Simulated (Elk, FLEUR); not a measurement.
An Elk input for a self-consistent single point of NbVCr (Imma, 6 atoms in the cell) (DFT, PBEsol, all-electron FP-LAPW, Elk's shipped species files, APW+lo basis with extra local orbitals):

```
tasks
  0

xctype
  22

tforce
  .true.

rgkmax
  7.5

gmaxvr
  18.0

lmaxapw
  10

lmaxo
  8

nxlo
  2

lorbcnd
  .true.

lradstp
  2

nrmtscf
  2.0

rmtscf
  0.91

lmaxi
  4

stype
  3

swidth
  0.00367493

avec
   -4.5602247230    4.6673589662    6.4954743500
    4.5602247230   -4.6673589662    6.4954743500
    4.5602247230    4.6673589662   -6.4954743500

sppath
  './'

atoms
  3   : nspecies
  'Nb.in'   : spfname
  2   : natoms; atposl, bfcmt below
  0.1262600000  0.3762600000  0.7500000000    0.0 0.0 0.0
  0.8737400000  0.6237400000  0.2500000000    0.0 0.0 0.0
  'V.in'   : spfname
  2   : natoms; atposl, bfcmt below
  0.5000000000  0.0000000000  0.5000000000    0.0 0.0 0.0
  0.0000000000  0.0000000000  0.0000000000    0.0 0.0 0.0
  'Cr.in'   : spfname
  2   : natoms; atposl, bfcmt below
  0.5000000000  0.0000000000  0.0000000000    0.0 0.0 0.0
  0.5000000000  0.5000000000  0.5000000000    0.0 0.0 0.0

ngridk
  5 5 5
```

Give the FLEUR input for the same structure, mesh, smearing and functional.

One input that does it (others would too):

Input of the input generator:

```
NbVCr FLAPW
&input film=f /
-0.4952932350 0.5069292550 0.7054837644
0.4952932350 -0.5069292550 0.7054837644
0.4952932350 0.5069292550 -0.7054837644
9.2071209547
1.0 1.0 1.0

6
41 0.1262600000 0.3762600000 0.7500000000
41 0.8737400000 0.6237400000 0.2500000000
23 0.5000000000 -0.0000000000 0.5000000000
23 0.0000000000 -0.0000000000 0.0000000000
24 0.5000000000 0.0000000000 0.0000000000
24 0.5000000000 0.5000000000 0.5000000000

&comp jspins=1 /
&exco xctyp='PBEs' /
&kpt div1=5 div2=5 div3=5 /
&end /
```

```xml
<?xml version="1.0" encoding="UTF-8" standalone="no"?>
<fleurInput fleurInputVersion="0.39">
   <comment>
      NbVCr FLAPW                                                                                         
   </comment>
   <calculationSetup>
      <cutoffs Kmax="3.8" Gmax="11.4" GmaxXC="11.4" numbands="0"/>
      <scfLoop itmax="60" minDistance="0.00001" maxIterBroyd="40" imix="Anderson" alpha="0.05" precondParam="0.0" spinf="2.0"/>
      <coreElectrons ctail="T" frcor="F" kcrel="0" coretail_lmax="0"/>
      <xcFunctional name="PBEs" relativisticCorrections="F"/>
      <magnetism jspins="1"/>
      <soc l_soc="F" theta="0.0" phi="0.0" spav="F"/>
      <expertModes spex="0" secvar="F"/>
      <geometryOptimization l_f="T" forcealpha="1.0" forcemix="BFGS" epsdisp="0.00001" epsforce="0.00001"/>
      <ldaU l_linMix="F" mixParam="0.05" spinf="1.0"/>
   </calculationSetup>
   <cell>
      <bzIntegration valenceElectrons="80.0" mode="hist" fermiSmearingEnergy="0.00367493">
         <kPointListSelection listName="default-1"/>
         <!-- k-points included here -->
         <xi:include xmlns:xi="http://www.w3.org/2001/XInclude" href="kpts.xml"> </xi:include>
      </bzIntegration>
      <!-- symmetry operations included here -->
      <xi:include xmlns:xi="http://www.w3.org/2001/XInclude" href="sym.xml"> </xi:include>
      <bulkLattice scale="1.0">
         <bravaisMatrix>
            <row-1>   -4.5602247226896520     4.6673589662609594     6.4954743504078785</row-1>
            <row-2>    4.5602247226896520    -4.6673589662609594     6.4954743504078785</row-2>
            <row-3>    4.5602247226896520     4.6673589662609594    -6.4954743504078785</row-3>
         </bravaisMatrix>
      </bulkLattice>
   </cell>
   <atomSpecies>
      <species name="Niobium (Nb)" element="Nb" atomicNumber="41">
         <mtSphere radius="2.68" gridPoints="925" logIncrement="0.014"/>
         <atomicCutoffs lmax="10" lnonsphr="8"/>
         <electronConfig flipSpins="F">
            <coreConfig>(1s1/2) (2s1/2) (2p1/2) (2p3/2) (3s1/2) (3p1/2) (3p3/2) (3d3/2) (3d5/2)</coreConfig>
            <valenceConfig>(4s1/2) (4p1/2) (4p3/2) (5s1/2) (4d3/2) (4d5/2)</valenceConfig>
            <stateOccupation state="(5s1/2)" spinUp="0.5" spinDown="0.5"/>
            <stateOccupation state="(4d3/2)" spinUp="0.8" spinDown="0.8"/>
            <stateOccupation state="(4d5/2)" spinUp="1.2" spinDown="1.2"/>
         </electronConfig>
         <energyParameters s="5" p="5" d="4" f="4"/>
         <lo type="SCLO" l="0" n="4" eDeriv="0"/>
         <lo type="SCLO" l="1" n="4" eDeriv="0"/>
      </species>
      <species name="Vanadium (V)" element="V" atomicNumber="23">
         <mtSphere radius="2.21" gridPoints="763" logIncrement="0.016"/>
         <atomicCutoffs lmax="8" lnonsphr="6"/>
         <electronConfig flipSpins="F">
            <coreConfig>(1s1/2) (2s1/2) (2p1/2) (2p3/2)</coreConfig>
            <valenceConfig>(3s1/2) (3p1/2) (3p3/2) (4s1/2) (3d3/2) (3d5/2)</valenceConfig>
            <stateOccupation state="(3d3/2)" spinUp="0.6" spinDown="0.6"/>
            <stateOccupation state="(3d5/2)" spinUp="0.9" spinDown="0.9"/>
         </electronConfig>
         <energyParameters s="4" p="4" d="3" f="4"/>
         <lo type="SCLO" l="0" n="3" eDeriv="0"/>
         <lo type="SCLO" l="1" n="3" eDeriv="0"/>
      </species>
      <species name="Chromium (Cr)" element="Cr" atomicNumber="24">
         <mtSphere radius="2.17" gridPoints="751" logIncrement="0.016"/>
         <atomicCutoffs lmax="8" lnonsphr="6"/>
         <electronConfig flipSpins="F">
            <coreConfig>(1s1/2) (2s1/2) (2p1/2) (2p3/2)</coreConfig>
            <valenceConfig>(3s1/2) (3p1/2) (3p3/2) (4s1/2) (3d3/2) (3d5/2)</valenceConfig>
            <stateOccupation state="(4s1/2)" spinUp="0.5" spinDown="0.5"/>
            <stateOccupation state="(3d3/2)" spinUp="1.0" spinDown="1.0"/>
            <stateOccupation state="(3d5/2)" spinUp="1.5" spinDown="1.5"/>
         </electronConfig>
         <energyParameters s="4" p="4" d="3" f="4"/>
         <lo type="SCLO" l="0" n="3" eDeriv="0"/>
         <lo type="SCLO" l="1" n="3" eDeriv="0"/>
      </species>
   </atomSpecies>
   <atomGroups>
      <atomGroup species="Niobium (Nb)">
         <relPos label="                   1">.1262600000 .3762600000 -1.000/4.000</relPos>
         <relPos label="                   2">-.1262600000 -.3762600000 1.000/4.000</relPos>
         <force calculate="T" relaxXYZ="TTT"/>
      </atomGroup>
      <atomGroup species="Vanadium (V)">
         <relPos label="                   3">1.000/2.000 .0000000000 1.000/2.000</relPos>
         <relPos label="                   4">.0000000000 .0000000000 .0000000000</relPos>
         <force calculate="T" relaxXYZ="TTT"/>
      </atomGroup>
      <atomGroup species="Chromium (Cr)">
         <relPos label="                   5">1.000/2.000 .0000000000 .0000000000</relPos>
         <relPos label="                   6">1.000/2.000 1.000/2.000 1.000/2.000</relPos>
         <force calculate="T" relaxXYZ="TTT"/>
      </atomGroup>
   </atomGroups>
   <output dos="F" band="F" slice="F">
      <checks vchk="F" cdinf="F"/>
      <bandDOS minEnergy="-.5*Htr" maxEnergy="0.5*Htr" sigma="0.015" storeEVData="T"/>
      <vacuumDOS vacdos="F" integ="F" star="F" nstars="0" locx1="0.0" locy1="0.0" locx2="0.0" locy2="0.0" nstm="0" tworkf="0.0"/>
      <unfoldingBand unfoldBand="F" supercellX="1" supercellY="1" supercellZ="1"/>
      <plotting iplot="0" polar="F">
         <plot TwoD="T" vec1="  1.0  0.0  0.0" vec2="  0.0  1.0  0.0" vec3="  0.0  0.0  1.0" zero="  0.0  0.0  0.0" file="plot"/>
      </plotting>
      <chargeDensitySlicing numkpt="0" minEigenval="0.0" maxEigenval="0.0" nnne="0" pallst="F"/>
      <specialOutput eonly="F"/>
      <magneticCircularDichroism mcd="F" energyLo="-10.0" energyUp="0.0"/>
   </output>
  <!-- We include the file relax.xml here to enable relaxations (see documentation) -->
  <xi:include xmlns:xi="http://www.w3.org/2001/XInclude" href="relax.xml"> <xi:fallback/> </xi:include>
</fleurInput>
```

Basis, cutoffs, solver keys and any potentials are the target program's own. This input uses DFT, PBEsol, all-electron FLAPW (FLEUR), scalar-relativistic valence.

The starting cell comes from a database of computed structures (which also holds hypothetical and non-ambient phases and stackings), without a prior relaxation at this level. For this run, on top of that: lattice scaled by 0.98.
